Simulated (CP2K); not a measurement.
A user runs CP2K on Zn2PdO4 (P1, 14 atoms in the cell) and asks whether the run is sound. The aim is a self-consistent single point with DFT PBEsol, GPW, DZVP-MOLOPT-SR-GTH basis, GTH-PBE potentials (GTH_POTENTIALS).

Cell that was meant: a = 6.1452 Å, b = 6.1452 Å, c = 6.1452 Å, α = 60.00°, β = 60.00°, γ = 60.00°.

Part of the input:

```
      EPS_DEFAULT 1E-10
    &END QS
    &MGRID
      CUTOFF 100
      REL_CUTOFF 40
      NGRIDS 5
    &END MGRID
```

The program printed (abridged):

```
 GLOBAL| Method name                                                        CP2K
   [... lines left out ...]
                          132               132.000                        1.000

 Number of electrons:                                                        132
 Number of occupied orbitals:                                                 66
 Number of molecular orbitals:                                                87

 Number of orbital functions:                                                254
 Number of independent orbital functions:                                    254
 SCF WAVEFUNCTION OPTIMIZATION

  Step     Update method      Time    Convergence         Total energy    Change
     1 NoMix/Diag. 0.20E+00      -     1.73989083      -624.1798979121 -6.24E+02
     2 Broy./Diag. 0.20E+00      -     0.92995000      -623.4127280099  7.67E-01
     3 Broy./Diag. 0.20E+00      -     0.07503669      -623.0643775418  3.48E-01
     4 Broy./Diag. 0.20E+00      -     0.07358846      -623.6004767418 -5.36E-01
     5 Broy./Diag. 0.20E+00      -     0.06699328      -623.8747366557 -2.74E-01
     6 Broy./Diag. 0.20E+00      -     0.01992685      -623.7292736999  1.45E-01
   [... 13 lines left out ...]
    20 Broy./Diag. 0.20E+00      -     0.00000045      -623.5485579840 -1.73E-05
    21 Broy./Diag. 0.20E+00      -     0.00000025      -623.5485612024 -3.22E-06
    22 Broy./Diag. 0.20E+00      -     0.00000016      -623.5485603869  8.15E-07
    23 Broy./Diag. 0.20E+00      -     0.00000007      -623.5485601304  2.56E-07
  *** SCF run converged in    23 steps ***

  Overlap energy of the core charge distribution:               0.00000000265941
  Self energy of the core charge distribution:              -1096.65821144189226
  Core Hamiltonian energy:                                    300.39736239173902
  Hartree energy:                                             260.43768871984781
  Exchange-correlation energy:                                -87.72565292371303
  Smearing free energy correction:                              0.00025312090606
  Fermi energy:                                                 0.19849369595460

  Total energy:                                              -623.54856013042581

                     Mulliken Population Analysis

   [... lines left out ...]
 STRESS|                        x                   y                   z
 STRESS|      x        7.46888452727E+04   7.43496422582E+04   5.21112306298E+04
 STRESS|      y        7.43496422582E+04  -2.59558917859E+03   3.56505406543E+04
 STRESS|      z        5.21112306298E+04   3.56505406543E+04  -2.94444748813E+04
 STRESS| 1/3 Trace                                             1.42162604043E+04
```

Q: Can these results be used? Check the input.

A: The run is not sound. The fault is a basis or grid far too coarse for these potentials. The error of an incomplete plane-wave basis or grid does not cancel at such settings. To fix it, restore the cutoff that the potentials need and check convergence. The run converged in 23 iterations without an error; against the sound input the free energy drops by 298 meV/atom, the pressure goes from -5.20 to 1.42 GPa and the largest force goes from 1.031 to 3.443 eV/Å.

An input that runs soundly differs in these lines (not the only fix; some lines may just follow from the change or write a value another way):
```diff
-      CUTOFF 100
+      CUTOFF 600
```

With that input, the run converged in 23 iterations: free energy E − TS -16963.4526 eV; Fermi level (on the code's own zero) 5.43 eV; pressure -5.20 GPa; largest force (vector length) 1.031 eV/Å (DFT PBEsol, GPW, DZVP-MOLOPT-SR-GTH basis, GTH-PBE potentials (GTH_POTENTIALS)).

On the sound input: the starting cell comes from a database of computed structures (which also holds hypothetical and non-ambient phases and stackings), without a prior relaxation at this level. Its atoms were displaced at random from the sites of space group no. 227. Spin polarisation is off. Values carry the incompleteness of an atom-centred basis. The potentials were made for another functional than the one used. With a pressure of about -5 GPa the cell is away from its equilibrium volume at this level. Forces in this geometry exceed 1 eV/Å. Without a gap this mesh is coarse (it stands for a supercell whose shortest vector is 18 Å).
